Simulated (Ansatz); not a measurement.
The (10-11) face of hcp Hf can be cut between different planes. Symmetric, stoichiometric slabs relaxed in the 1x1 cell (18.5 Å²): top plane Hf, 0.41 Å over the next in the ideal cut; top plane Hf, 2.03 Å over the next in the ideal cut.

Level of theory: PBE (plane waves to 420 eV, PAW; Ansatz, an electronic-structure program).

Q: Rank these by surface energy (lowest first), as PBE gives it.

A: the cut with an outer spacing of 0.41 Å (1.77 J/m²), the cut with an outer spacing of 2.03 Å (2.28 J/m²)
